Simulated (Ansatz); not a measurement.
# Response to strain in CdSe

Take CdSe in the zinc blende structure (space group F-43m, No. 216; a = 6.0075 Å) as the base. Axes: x, y, z lie along the cube axes.

Strains are applied to the cell and any free atomic positions relax; under biaxial strain the out-of-plane vector relaxes too.

The values are results of LDA (Ansatz, a first-principles code), without spin-orbit coupling, not measurements.

```csv
"biaxial strain, plane normal [001], relaxed out of plane (%)",band gap (eV)
0,0.41
0.5,0.37
1,0.34
1.5,0.31
2,?
2.5,0.26
3,0.23
```

Fit E_g = E₀ + Dε (ε in %) to the rows shown and predict the withheld row.

Least squares on the printed values gives E₀ = 0.40 eV, D = -58.1 meV per % of strain (largest residual 0.01 eV); this predicts 0.29 eV, and the run gives 0.28 eV, in agreement.

Whether these cells are dynamically stable was not tested. The zero or small gap of CdSe under biaxial strain +2.00 %, plane normal [001], relaxed out of plane, CdSe under biaxial strain +2.50 %, plane normal [001], relaxed out of plane and CdSe under biaxial strain +3.00 %, plane normal [001], relaxed out of plane can change with the level of theory.
